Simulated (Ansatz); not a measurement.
Pressure series in KTaO3

Start from KTaO3 in the cubic perovskite structure (space group Pm-3m, No. 221).

```
CELL_PARAMETERS angstrom
      4.02318     0.00000     0.00000
      0.00000     4.02318     0.00000
      0.00000     0.00000     4.02318
ATOMIC_POSITIONS crystal
  K  0.00000 0.00000 0.00000
  Ta 0.50000 0.50000 0.50000
  O  0.00000 0.50000 0.50000
  O  0.50000 0.50000 0.00000
  O  0.50000 0.00000 0.50000
```

Cell and atoms are relaxed at each pressure.

Computed with PBE, PAW, 420 eV (Ansatz, an electronic-structure program; no spin-orbit coupling), earlier PAW set.

Candidates:
(a) pressure 60 GPa
(b) pressure 45 GPa
(c) pressure 30 GPa
(d) pressure 4.2 GPa

Base values:

Band gap: 2.17 eV

### Question
Order them by band gap, highest first.

### Answer
(a) pressure 60 GPa (2.59 eV), (b) pressure 45 GPa (2.52 eV), (c) pressure 30 GPa (2.44 eV), (d) pressure 4.2 GPa (2.22 eV)

With Ta present, leaving out spin-orbit coupling can change the band edges. Load acts through the strain it causes; cell and atoms are relaxed under it. No phonon test of stability was made. No other phases were tried under pressure.
